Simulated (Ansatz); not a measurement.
The starting structures come from a database of crystals and need not be the phases stable at ambient conditions.

 Where the default PAW files enter, the runs use the earlier of Ansatz's two default sets.

By LDA, the system below comes out a metal.

Data:

```xyz
1
Lattice="2.9499 0.0000 0.0000 0.0000 4.1718 0.0000 1.4750 2.0859 1.4750" Properties=species:S:1:pos:R:3 pbc="T T T"
Ta     0.0000     0.0000     0.0000
```

Space group of this cell: Fm-3m, fcc (Cu type). The cell is taken as given; by LDA its mean pressure is -4.5 GPa.

The current flows along the normal of the first two printed cell vectors, the (110) plane of the conventional cell. No spin-orbit coupling; the value is a mean over 0.1 eV about the Fermi level.

### Question
Give the ballistic conductance per area that LDA (Ansatz, a program for electronic structure) yields.

### Answer
1.6 × 10¹⁵ S/m² for both spins.
